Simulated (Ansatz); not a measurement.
The parent structure is AlN (space group P6_3/mmc, No. 194; a = 3.3016 Å, c = 4.1410 Å; a cell from a computed database, its experimental status unchecked). Axes: x lies along a and z along c of the hexagonal cell.

Perturbation: the cell is compressed by 1.96 % along z with no lateral relaxation; the atoms relax in the strained cell.

Levels (all Ansatz, an electronic-structure program, PAW): PBEsol (420 eV, no spin-orbit coupling); r2SCAN (500 eV, no spin-orbit coupling); HSE06 (420 eV, no spin-orbit coupling).

At the geometry relaxed with PBEsol, these levels gave the following band gaps, in shuffled order: (a) 4.18 eV, (b) 3.51 eV, (c) 4.91 eV.

Question: Match each gap to its level.

Answer: (a) r2SCAN; (b) PBEsol; (c) HSE06.

Single points use the geometry relaxed with PBEsol. Whether these cells are dynamically stable was not tested. This is not the structure that AlN has at room temperature and ambient pressure.
